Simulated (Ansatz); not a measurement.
The reference is AlN in the wurtzite structure (space group P6_3mc, No. 186; a = 3.1138 Å, c = 4.9833 Å). Axes: x lies along a and z along c of the hexagonal cell.

The values are results of plane-wave PAW DFT at the PBEsol level (Ansatz, an electronic-structure program, 420 eV), no SOC, not measurements.

For the base:

```
Item                                   Value
---------------------  ---------------------
Valence-band top at Γ  0.00, -0.22, -0.22 eV
```

It is then changed as follows: biaxial strain −1.20 %, plane normal [001], relaxed out of plane (Cartesian); in-plane vectors clamped, the third vector and the atoms free.

Question: Estimate the effect on the in-plane stress.

Answer: The mean in-plane stress (compression positive) comes out as +5.7 GPa.

Question: What happens to the valence-band top at Γ?

Answer: The valence-band top at Γ (three highest levels, from the VBM) becomes 0.00, -0.06, -0.06 eV (base: 0.00, -0.22, -0.22 eV).

Question: Predict the new out-of-plane strain.

Answer: The out-of-plane strain amounts to +0.71 %.

The levels and masses belong to the bands next to the band gap. No phonon test of stability was made.
